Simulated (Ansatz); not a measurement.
Take Y in the hcp (Mg type) structure (space group P6_3/mmc, No. 194; a = 3.652 Å, c = 5.703 Å; relaxed with 0.1 eV smearing) as the base.

Level of theory: PBE (Ansatz, a program for electronic structure, PAW, spin-orbit coupling left out).

Base values:

| Property | Value |
|---|---|
| Pressure | 0.0 GPa |
| Band gap | zero |

The change: an isotropic linear strain of +1.50 %, atoms relaxed at fixed cell.

Problem. Predict the new energy relative to the base, pressure and band gap.

Solution. The energy increases by 8.1 meV/atom; the pressure (mean of the normal stresses, compression positive) goes from zero to -1.7 GPa; the band gap is still zero.

No phonon test of stability was made. The final runs are not spin-polarised.
